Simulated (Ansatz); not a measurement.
**A self-consistent single point of CdPd (P4mm, 2 atoms in the cell) with Ansatz (a program for electronic structure)**

Level of theory: LDA (PW92), default PAW files made with PBE (plane waves; Ansatz).

The input file:

Ansatz 0.2 input:
```yaml
crystal:
  lattice:
    - [3.02814800, 0.00000000, 0.00000000]
    - [0.00000000, 3.02814800, 0.00000000]
    - [0.00000000, 0.00000000, 3.68241000]
  atoms:
    - { symbol: Cd, position: [0.00000000, 0.00000000, 0.01357800] }
    - { symbol: Pd, position: [0.50000000, 0.50000000, 0.50000000] }
basis:
  ecutwfc: 420.0 eV
kpoints:
  mp_grid: { grid: [11, 11, 9] }
hamiltonian:
  xc: lda
  pseudopotentials: { kind: paw }
scf:
  occupations: { method: fermi_dirac, width: 0.1 eV }
output:
  forces: true
  eigenvalues: true
  stress: true
```

Output, abridged:

```
WARN ansatz: RAYON_NUM_THREADS=1 ignored (pool sized by the plan → 1); use --threads N
Pseudopotentials: kind: paw
Pseudopotential: Cd, paw, valence charge 20
Pseudopotential: Pd, paw, valence charge 18
Crystal: 2 atoms, lattice volume = 33.767 Å³
Basis set: ecut = 420 eV, 629 PW (Γ)
Bands: 23, of which v1, the nominal top of the filled ones, is band 19 counted from 1 (18 counted from 0)
Symmetry: 8 space group operations
Space group: P4mm (ITA 99), of the structure as read, at distance tolerance 3.2e-5 Å
k-points: 105 of 1089 (time reversal used)
PAW frozen core: Cd, regenerated for the run's functional, and the local potential with it
PAW frozen core: Pd, regenerated for the run's functional, and the local potential with it
Initial density: superposition of atomic densities (neutral atoms: chi_scale 0, normalization atom), corrected by the library's trained network
Initial wavefunctions: pseudopotential atomic-orbital guess
Eigensolver: davidson
Functional: x = slater, c = lda
SCF iter   1: F=—  HF=-14963.335101 eV  |F-HF|=—  |Δ(HF+E_count)|=         —  Δρ=1.60e-2  dr2=8.98e-2  ethr=1.77e-3  ⟨swp⟩=5.4  Hψ=9801  notcnv=0
all-band conjugate gradients solve this SCF's bands
preconditioner: auto → Kerker (q_TF=auto, 2.783 Å⁻¹)
SCF iter   2: F=—  HF=-14963.315415 eV  |F-HF|=—  |Δ(HF+E_count)|=   1.97e-2  Δρ=4.24e-3  dr2=3.53e-3  ethr=2.36e-4  ⟨swp⟩=2.5  Hψ=4256  notcnv=0  defer=1
SCF iter   3: F=—  HF=-14963.314406 eV  |F-HF|=—  |Δ(HF+E_count)|=   1.01e-3  Δρ=1.80e-3  dr2=7.16e-4  ethr=9.28e-6  ⟨swp⟩=2.0  Hψ=2952  notcnv=0  defer=1
SCF iter   4: F=—  HF=-14963.314203 eV  |F-HF|=—  |Δ(HF+E_count)|=   2.03e-4  Δρ=4.17e-4  dr2=7.41e-5  ethr=1.88e-6  ⟨swp⟩=2.1  Hψ=3876  notcnv=0  defer=1
SCF iter   5: F=—  HF=-14963.314175 eV  |F-HF|=—  |Δ(HF+E_count)|=   2.77e-5  Δρ=1.33e-4  dr2=1.29e-5  ethr=1.95e-7  ⟨swp⟩=2.4  Hψ=4052  notcnv=0  defer=1
SCF iter   6: F=—  HF=-14963.314171 eV  |F-HF|=—  |Δ(HF+E_count)|=   4.93e-6  Δρ=4.44e-5  dr2=8.15e-7  ethr=3.40e-8  ⟨swp⟩=2.2  Hψ=3184  notcnv=0  defer=1
SCF iter   7: F=-14963.314170 eV  HF=-14963.314170 eV  |F-HF|=1.67e-8  |Δ(HF+E_count)|=   2.27e-7  Δρ=7.14e-6  dr2=2.49e-8  ethr=2.63e-10  ⟨swp⟩=5.1  Hψ=9698  notcnv=0
SCF 1 converged in 7 iterations: F = -14963.314170 eV  dr2 = 2.49e-8
SCF converged after 7 iterations
Free energy (F): -14963.314170 eV
Harris-Foulkes:  -14963.314170 eV  (|F-HF|=1.67e-8)
Internal energy: -14963.299194 eV  (E = F + TS)
E sigma→0 (E₀):  -14963.306682 eV
Entropy (-TS):   -0.014976 eV (-7.488 meV/atom)
Fermi energy:    17.715646 eV
--- Per-component energies (eV) ---
  E_band       = -498.909495
  E_kinetic    = 1020.174400
  E_local      = -4473.830297  (includes V_loc(G=0)·N_el)
  E_nonlocal   = 263.283039
  E_hartree    = 1998.860924
  E_xc         = -344.122347
  E_vxc        = -433.942703  (∫ρ·V_xc dr)
  E_paw        = -7569.660251  (= ΣΔE_a)
  E_vpaw       = -872.311550  (= ΣTr[D̂ρ^β])
  E_aug_tail   = 0.000210  (compensation charges beyond the density's cutoff)
  E_ewald      = -5859.452175
  E_core_change = 1.447303  (= ΣΔE_core)
  E_smearing   = -0.014976  (= −TS)
  E_closure    = 0.000000  (closes the sum)
  Σ components = -14963.314170   (vs F -14963.314170, Δ=0.00e0)
--- Forces (eV/Å), atoms counted from 1 ---
  atom   1  Cd    -0.00000000     0.00000000    -0.27700252
  atom   2  Pd     0.00000000     0.00000000     0.27700731
  max |Σ_I F_I| component: 4.79e-6 eV/Å
--- Stress (GPa, compression-positive) ---
       -7.690115       0.000000       0.000000
        0.000000      -7.690115       0.000000
        0.000000       0.000000      -7.675728
  P = ⅓ Tr σ = -7.6853 GPa (-76.853 kbar)
  The stress holds the Pulay correction. Without it, at fixed plane waves, as pw.x and ABINIT print it: P = -7.7156 GPa
--- Band table (eV; the first three rows and the last of 105) ---
  k-point 0: bands = ["-84.5194", "-66.3276", "-45.6523", "-45.6523", "-45.6253", "-32.1597", "-32.0781", "-32.0781", "8.4144", "8.5838", "9.1693", "9.4562", "9.4562", "9.7095", "14.2322", "14.6255", "16.0342", "16.0342", "16.3307", "20.5749", [...]
  k-point 1: bands = ["-84.5194", "-66.3275", "-45.6523", "-45.6523", "-45.6254", "-32.1607", "-32.0781", "-32.0781", "8.4287", "8.6175", "9.3400", "9.4606", "9.4606", "9.7144", "14.2038", "14.5840", "15.9516", "15.9516", "16.3194", "19.6816", [...]
  k-point 2: bands = ["-84.5194", "-66.3275", "-45.6523", "-45.6523", "-45.6259", "-32.1631", "-32.0781", "-32.0781", "8.4655", "8.7035", "9.4721", "9.4721", "9.7267", "9.8456", "14.1314", "14.4154", "15.7525", "15.7525", "16.2909", "18.0415", [...]
  k-point 104: bands = ["-84.5162", "-66.3179", "-45.6790", "-45.6789", "-45.6222", "-32.1536", "-32.1471", "-32.1470", "8.6551", "8.9358", "8.9475", "9.7934", "10.1049", "13.5100", "13.7139", "13.8194", "16.0769", "16.8398", "21.0710", "22.0815", [...]
```

The run converged in 7 iterations.

The starting cell comes from a database of computed structures (which also holds hypothetical and non-ambient phases and stackings), without a prior relaxation at this level. Its lattice was rescaled by up to half a per cent. One atom was moved a little off its site on purpose. Spin polarisation is off. With a pressure of about -8 GPa the cell is away from its equilibrium volume at this level. Ansatz's pressure includes its estimate of the finite-basis (Pulay) stress.
